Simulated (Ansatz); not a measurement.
Hypothetical P6_3/mmc HgI2: holes 2.0×10^21 cm⁻³

Take HgI2 (space group P6_3/mmc, No. 194; a = 4.1546 Å, c = 14.3925 Å; a hypothetical phase, not in the database extracts checked) as the base.

The change: 0.430 holes added to each cell, a density of 2.0×10^21 cm⁻³, with a uniform compensating background at fixed cell and a 300 K Fermi–Dirac width.

All numbers come from r2SCAN+rVV10 (Ansatz, a program for electronic structure; PAW; 500 eV plane waves; scalar-relativistic without spin-orbit coupling). Settings: 13×13×4 k-points, 0.0259 eV Fermi–Dirac smearing.

* **Gap between the host's bands**: 0.76 eV (base 0.66 eV)
* **Gap character**: indirect, K–Γ (38 % along) → M (base indirect, K–Γ (38 % along) → M)
* **Fermi level relative to the doped band's edge (positive inside the band; to 0.05 eV)**: +0.10 eV

Cost of the whole job for the changed cell (relaxation, final SCF and bands): around 9 core-minutes (rough).

Charged cell with a jellium background: band edges are those of the host's band count, energies are not comparable with the neutral cell, and many-body gap narrowing is missing. Spin-orbit coupling, missing from the scalar runs, can matter with Hg and I. Stability against distortions was not tested.
